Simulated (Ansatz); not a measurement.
Ansatz (a first-principles code) run on Mg₂ZnP₂ (P3m1, 5 atoms in the cell): relaxation of cell and atoms.

Computed with PBEsol, PAW files made with PBE (plane waves; Ansatz).

```
Mg2ZnP2
1.0
    4.10720     0.00000     0.00000
   -2.05360     3.55694     0.00000
    0.00000     0.00000     6.69570
Mg Zn P
2 1 2
Direct
  0.66667   0.33333   0.63415
  0.33333   0.66667   0.99427
  0.00000   0.00000   0.36142
  0.00000   0.00000   0.76671
  0.66667   0.33333   0.24345
```

Reference input (self-consistent single point, DFT, PBEsol, plane waves, PAW files made with PBE): kpoints.mp_grid.grid = 6 6 4; hamiltonian.xc = pbesol; hamiltonian.pseudopotentials = {kind: paw} (an earlier, softer set of the program's PAW files); scf.occupations.method = fixed. This run's input differs from it in these lines:

```diff
@@ -18,2 +18,4 @@
   occupations: { method: fixed }
+relax:
+  cell: {}
 output:
```

Output (repeated stretches shortened):

```
   [... SCF lines of the steps left out ...]
relax step   1: F+E_penalty+E_count = -8587.54617832 eV  Δ(F+E_penalty+E_count) = +0.000e0 eV  max|allowed force component| = 1.487e-1 eV/Å  Δτ_max = 0.0000 Å  P = -5.021 GPa  Ω = 97.818 Å³  (10 SCF iters, dr2 threshold 1.00e-7 eV, accepted)
relax step   2: F+E_penalty+E_count = -8587.66316483 eV  Δ(F+E_penalty+E_count) = -1.170e-1 eV  max|allowed force component| = 2.708e-1 eV/Å  Δτ_max = 0.0564 Å  P = +0.154 GPa  Ω = 89.451 Å³  energy of the carried Pulay correction = +1.460e-3 eV  (7 [...]
   [... lines left out ...]
relax step   6: F+E_penalty+E_count = -8587.67436660 eV  Δ(F+E_penalty+E_count) = -1.961e-5 eV  max|allowed force component| = 3.334e-3 eV/Å  Δτ_max = 0.0021 Å  P = +0.002 GPa  Ω = 90.125 Å³  energy of the carried Pulay correction = +1.338e-3 eV  (5 [...]
relax step   7: F+E_penalty+E_count = -8587.67306634 eV  Δ(F+E_penalty+E_count) = +1.300e-3 eV  max|allowed force component| = 3.405e-3 eV/Å  Δτ_max = 0.0000 Å  P = -0.000 GPa  Ω = 90.125 Å³  stress off target by 1.39e-2 GPa  SCF on the basis [...]
basis re-selected at this cell: Δ(F+E_penalty+E_count) = +1.300e-3 eV, ΔP = -0.002 GPa vs the last step
the relaxation is at rest under the 6 symmetry operations that the run kept from its start: a minimum is not shown …
Free energy (F): -8587.673066 eV
Internal energy: -8587.673066 eV  (E = F + TS)
E sigma→0 (E₀):  -8587.673066 eV
Fermi energy:    7.446510 eV
--- Forces (eV/Å), atoms counted from 1 ---
  atom   1  Mg     0.00000000     0.00000000    -0.00309142
  atom   2  Mg     0.00000000     0.00000000    -0.00340504
   [... lines left out ...]
  cell:  # Å, volume = 90.1253 Å³
   [... lines left out ...]
    - { symbol: Mg, position: [0.33333333333333337, 0.6666666666666666, 0.9946943139187362] }
    - { symbol: Zn, position: [3.717736325483578e-17, -5.181041134514459e-17, 0.36223313066180135] }
    - { symbol: P, position: [3.74981843868289e-17, -5.1810411345144585e-17, 0.769058217670952] }
    - { symbol: P, position: [0.6666666666666667, 0.3333333333333333, 0.24054939318107102] }
```

The run converged. 

Summary of the result:
- Free energy E − TS (on the zero of these files) = -8587.6731 eV
- Top of the valence band (on the code's own zero) = 7.45 eV
- Gap on the k-point mesh = 1.04 eV
- Pressure = 0.00 GPa
- Largest force (vector length) = 0.003 eV/Å
- Final cell = a = b = 4.0024 Å, c = 6.4964 Å, α = β = 90.00°, γ = 120.00°
- Final volume per atom = 18.03 Å³
- Relaxation steps = 7

The starting cell comes from a database of computed structures (which also holds hypothetical and non-ambient phases and stackings), without a prior relaxation at this level. Its lattice was rescaled by a random factor within 2.5 % of one. The relaxation keeps the symmetry of its start, so its end need not be a minimum. Ansatz's pressure includes its estimate of the finite-basis (Pulay) stress.

Keys are those of Ansatz 0.2.
